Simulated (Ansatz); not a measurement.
We consider L1₂ (Cu3Au-type) Ni3Al, described by r²SCAN-D4 (plane waves, PAW; Ansatz, a first-principles code).

Input:

Ansatz 0.2 input:
```yaml
crystal:
  lattice:
    - [3.4673718953, 0.0, 0.0]
    - [0.0, 3.4673718953, 0.0]
    - [0.0, 0.0, 3.4673718953]
  atoms:
    - { symbol: Al, position: [0.0, 0.0, 0.0], spin: 0.0 }
    - { symbol: Ni, position: [0.0, 0.5, 0.5], spin: 0.5 }
    - { symbol: Ni, position: [0.5, 0.0, 0.5], spin: 0.5 }
    - { symbol: Ni, position: [0.5, 0.5, 0.0], spin: 0.5 }
basis:
  ecutwfc: 560
  ecutrho_ratio: 4
  xc_grid: 3
kpoints:
  mp_grid: { grid: [16, 16, 16] }
hamiltonian:
  xc: r2scan
  dispersion: d4
  pseudopotentials: { kind: paw }
scf:
  occupations: { method: fermi_dirac, width: 0.05 }
  convergence: { dr2_threshold: 0.0000000004 }
output:
  forces: true
  stress: true
  eigenvalues: true
magnetization:
  spin_polarized: true
```

Output (set-up and result lines):

```
Crystal: 4 atoms, lattice volume = 41.687 Å³
Basis set: ecut = 560 eV, 1237 PW (Γ), exchange–correlation on 81×81×81 points (27 copies of the dense FFT grid, shifted against one another)
Bands: 36, of which v1, the nominal top of the filled ones, is band 29 counted from 1 (28 counted from 0)
Symmetry: 48 space group operations
Space group: Pm-3m (ITA 221), of the structure as read, at distance tolerance 3.5e-5 Å
k-points: 165 of 4096
Initial density: superposition of atomic densities (chi_scale 0.1, normalization cell)
Functional: x = r2scan, c = r2scan; τ floored in thin density (d = 2e-4 eV/Å³)
spin=Collinear: Kerker preconditioning applied to the charge; magnetization (m = ρ↑ − ρ↓) channel mixes plain (no charge-response kernel on spin).
SCF 1 converged in 20 iterations: F = -18078.579107 eV  dr2 = 4.13e-11
SCF converged after 20 iterations
Magnetization: 0.8596 μB (28.9298 up, 28.0702 down)
Free energy (F): -18078.579107 eV
Internal energy: -18078.562402 eV  (E = F + TS)
E sigma→0 (E₀):  -18078.570755 eV
Fermi energy:    17.345561 eV
--- Forces (eV/Å), atoms counted from 1 ---
  atom   1  Al     0.00000000    -0.00000000    -0.00000000
  atom   2  Ni     0.00000000     0.00000000     0.00000000
  atom   3  Ni    -0.00000000    -0.00000000     0.00000000
  atom   4  Ni     0.00000000    -0.00000000    -0.00000000
--- Stress (GPa, compression-positive) ---
        9.325814       0.000000       0.000000
        0.000000       9.325814       0.000000
        0.000000       0.000000       9.325814
  P = ⅓ Tr σ = 9.3258 GPa (93.258 kbar)
```

The cell is one volume of an energy–volume scan, off the minimum.

The PAW data were made under PBE.

Note: moments this small hang on the smearing and the k mesh.

Computing time: about 80 core-seconds (a rough figure).
